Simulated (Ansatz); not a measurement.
SiC under load (space group P6_3mc), PBE with spin-orbit coupling, rigid bands run with Ansatz (a first-principles code). Condition of this run: biaxial stress in the c plane of 10 GPa (compression positive) (the target of the relaxation). Band gap 2.06 eV, N_c = 1.05e19 cm⁻³ and N_v = 6.50e19 cm⁻³ at 300 K, conductivity masses along x (a = (3.03, 0.00, 0.00) Å; b = (-1.51, 2.62, 0.00) Å; c = (0.00, 0.00, 5.06) Å) of 0.434 mₑ (electrons) and 1.12 mₑ (holes). Take k_BT = 0.02585 eV.

Question: A film of it is 5 nm thick, with its normal along the direction named. Estimate the confinement energies in an infinite well.

Answer: ħ²π²/(2m t²) = 0.376 eV·nm²/(m/mₑ × t²) gives 34.7 meV for electrons and 13.4 meV for holes, so the gap would widen to about 2.11 eV. Finite barriers and nonparabolic bands lower this, and with several valleys or bands the heaviest mass along the normal sets the lowest level, not this average.

Question: What thermal injection velocity √(2k_BT/πm) limits a ballistic channel along the direction named?

Answer: 8.17e6 cm/s for electrons and 5.08e6 cm/s for holes, a ratio of √(m_h/m_e) = 1.61, for dilute carriers.

Question: Find the intrinsic carrier density and the intrinsic Fermi level.

Answer: n_i = √(N_c N_v) exp(−E_g/2k_BT) = 2.61e19 × exp(−39.84) = 1.3e2 cm⁻³. The level lies (k_BT/2) ln(N_v/N_c) = 24 meV from mid-gap (positive towards the conduction band). Each 0.1 eV added to the gap lowers n_i by a factor of 6.9.

Rigid bands with the computed gap; masses take one relaxation time for all states. Geometry: cell and atoms relaxed with PBEsol.
